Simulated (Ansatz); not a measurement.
Take CoPtO2 (space group R-3m, No. 166; a = 2.8088 Å, c = 17.7162 Å (hexagonal axes); non-magnetic) as the base.

Calculations: PBEsol/PAW in Ansatz (a quantum-chemistry and plane-wave program), spin-orbit coupling left out.

Before the change:

| Quantity | Value |
|---|---|
| Pressure | 0.0 GPa |

It is then changed as follows: the cell is scaled by 1.0349 in all directions; the atoms relax in the strained cell.

Q: Estimate the effect on the pressure and energy relative to the base.

A: The pressure (mean of the normal stresses, compression positive) goes from zero to -21.8 GPa; the energy increases by 83 meV/atom.

Whether these cells are dynamically stable was not tested. Starting moments died away, wholly or in part, for the base; another magnetic solution may exist. No Hubbard U is applied and the magnetic state is the run's own (CoPtO2 not spin-polarised; CoPtO2 non-magnetic); small cells can't hold the antiferromagnetic order that many such compounds have, so gaps and moments can be off. The final runs are not spin-polarised. An odd electron count without spin: CoPtO2.
